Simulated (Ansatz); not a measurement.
## Effect of uniaxial strain ε_zz = −0.50 % on AlRu

Take AlRu in the CsCl type structure (space group Pm-3m, No. 221; a = 2.9832 Å; relaxed with 0.1 eV smearing) as the base. Axes: x, y, z lie along the cube axes.

It is then changed as follows: uniaxial strain ε_zz = −0.50 %, all other strain components held at zero; the atoms relax in the strained cell.

Computed with r2SCAN, PAW, 500 eV (Ansatz, an electronic-structure program; scalar-relativistic without spin-orbit coupling). Γ-centred 19×19×19 mesh, Fermi–Dirac width 0.1 eV.

The volume per atom shrinks by 0.066 Å³ (13.27 Å³ → 13.21 Å³) and the space group changes from Pm-3m (No. 221) to P4/mmm (No. 123). The energy rises by 0.4 meV/atom and the pressure (mean of the normal stresses, compression positive) goes from zero to 1.1 GPa. The band gap remains zero and the stress (xx, yy, zz, yz, xz, xy; compression positive) amounts to (0.8, 0.8, 1.8, 0.0, 0.0, 0.0) GPa.

Final structure:

```
AlRu
1.0
    2.98315     0.00000     0.00000
    0.00000     2.98315     0.00000
    0.00000     0.00000     2.96824
Al Ru
1 1
Direct
  0.50000   0.50000   0.50000
  0.00000   0.00000   0.00000
```

Cost of the whole job for the changed cell (relaxation, final SCF and bands): roughly 30 core-seconds.

Stability against distortions was not tested. The final runs are not spin-polarised.
